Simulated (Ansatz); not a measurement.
# ZnSnAs2: stress against strain

ZnSnAs2 (chalcopyrite, I-42d, 25.015 Å³/atom and stress up to 0.01 GPa in the relaxed cell, c along z) under an equal strain ε in the (001) plane with the normal axis free, as in a coherent film. PBEsol in Ansatz, a plane-wave DFT program (PAW, default set), 420 eV, 8×8×8 Γ-centred mesh, Fermi-Dirac smearing 0.05 eV; ions are relaxed, or left where forces stay under 0.02 eV/Å, within the symmetry of each cell. Stress is positive for a compressed cell.

Here s stands for strain and y for stress xx.

| strain (%) | stress xx (GPa) |
|---|---|
| -1.50 | 1.40 |
| -0.75 | 0.68 |
| 0.00 | 0.00 |
| 0.75 | -0.65 |
| 1.50 | -1.26 |
| 3.00 | ? |

Q: Using a straight line, estimate the missing y at s = 3.00 from the other rows, showing the fit.

A: Means: s 0, y 0.034. About the means, the sum of products is -4.9875 and the sum of squares of s is 5.6250; the slope is their ratio. Least squares gives y = 0.034 - 0.8867·s. Residuals (row less fit): 0.036, -0.019, -0.034, -0.019, 0.036; standard error 0.039 (degrees of freedom: 3). The slope gives the biaxial elastic modulus of this plane = 89 ± 2 GPa (± standard error of the fit, which holds the terms cut off). At the withheld row, y = 0.034 - 0.8867 × 3.00 = -2.626 GPa. The calculation gives -2.39 GPa, 0.236 GPa above the prediction (6.2 % of the range of y in the table). The row lies outside the fitted rows, so this is an extrapolation. From the scatter of the fitted rows alone, a prediction at this place has a standard error of 0.065 GPa, so the miss is 3.6 times that.

A polynomial of degree 2 through the 8 other runs of the series gives -2.38 there, so most of the miss is curvature that the fit leaves out. This level leaves no gap over 0.05 eV at strain -1.50, -0.75, 0.00 %. The start is a measured cell from the literature; how it stands against other phases or cation orders wasn't checked. Rows are the converged runs of the series near zero and its far end; series whose fitted rows scatter by over a few per cent of the range, as at a crossing or softening among them, aren't shown in this form, nor equations of state whose B0' disagrees with the runs' pressures. Most that stay on the fit to the last digits aren't either.
